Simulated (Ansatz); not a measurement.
## A computed series for W: pressure series

Base system: W (space group Pm-3n, No. 223; a = 5.033 Å).

Cell and atoms are relaxed at each pressure.

The values are results of PBEsol in Ansatz (plane waves to 420 eV, PAW, no spin-orbit coupling), not measurements.

```csv
pressure (GPa),volume per atom (Å³/atom)
-1,15.988
0,15.937
0.3,15.922
0.7,15.902
1.5,15.863
3,15.789
5,?
7.5,15.580
10,15.470
```

### Question
Fit the third-order Birch–Murnaghan form P(V) = (3B₀/2)[(V₀/V)^(7/3) − (V₀/V)^(5/3)]·[1 + (3/4)(B₀′ − 4)((V₀/V)^(2/3) − 1)] (squares taken in P) to the rows shown and predict the withheld row.

### Answer
Least squares on the printed values gives V₀ = 15.937 Å³/atom, B₀ = 316 GPa, B₀′ = 4.2; this predicts 15.695 Å³/atom, and the run gives 15.695 Å³/atom, in agreement.

Load acts through the strain it causes; cell and atoms are relaxed under it. Whether these cells are dynamically stable was not tested. Competing high-pressure phases were not computed. The final runs are not spin-polarised. This is not the structure that W has at room temperature and ambient pressure.

Ansatz is an electronic-structure program.
